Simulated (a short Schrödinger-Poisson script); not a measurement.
Structure: MOS inversion layer, SiO2 on p-type Si(111), at 400 K.

```csv
layer,material,thickness (nm),Na (cm⁻³)
1,SiO2,2.4,-
2,Si,1000,1.8e17
```

Constants are typed, rounded textbook-type inputs, not results; the design itself was drawn at random and stands for no fabricated device. SiO2: permittivity 3.9, conduction-band edge (eV) 3.15, gap (eV) 9, electron mass (mₑ) 0.5. Si: permittivity 11.7, conduction-band edge (eV) 0, gap (eV) 1.124, Nv at 300 K (cm⁻³) 3.1e19.

Channel valleys (confinement mass, in-plane density-of-states mass, number): Δ6 0.258, 0.358, 6. At the gate the conduction-band edge of layer 1 lies 3.75 eV − eVg above the Fermi level of the channel; the field vanishes at the back. Gaps are held at their typed values at every temperature. Mesh 0.03 nm at interfaces.

From a short Schrödinger-Poisson script (our own, NumPy): 1D Poisson equation in equilibrium, electrons quantum, Hartree (BenDaniel-Duke, 12 states a valley, the channel's in-plane mass for all, wave functions ending at the dielectric), parabolic valleys, classical holes, full ionisation, no traps, pinning or gate leakage.

The same stack at other levels of the model or other numerical settings:

```csv
run,sheet density of all electrons at Vg = 2.2 V (cm⁻²),sheet density of all electrons at Vg = 1 V (cm⁻²),capacitance at Vg = 2.2 V (μF/cm²),centroid of the channel electrons at Vg = 2.2 V (nm),rough cost against the base
base,1.02e13,1.74e12,1.19,2.05,about 1
"electrons treated as classical, Boltzmann",1.22e13,2.33e12,1.37,?,0.04
"electrons treated as classical, Fermi-Dirac",?,2.30e12,?,0.81,0.2
mesh six times as coarse,1.02e13,1.74e12,1.19,2.05,0.3
one subband a valley,1.02e13,1.71e12,1.19,1.94,0.6
```

**Question.** Fill in the missing entries.

**Answer.** 
- electrons treated as classical, Boltzmann, centroid of the channel electrons at Vg = 2.2 V (nm): 0.64
- electrons treated as classical, Fermi-Dirac, sheet density of all electrons at Vg = 2.2 V (cm⁻²): 1.19e13
- electrons treated as classical, Fermi-Dirac, capacitance at Vg = 2.2 V (μF/cm²): 1.32

The classical rows ignore confinement, and Boltzmann statistics overrate the density once the band edge passes the Fermi level.
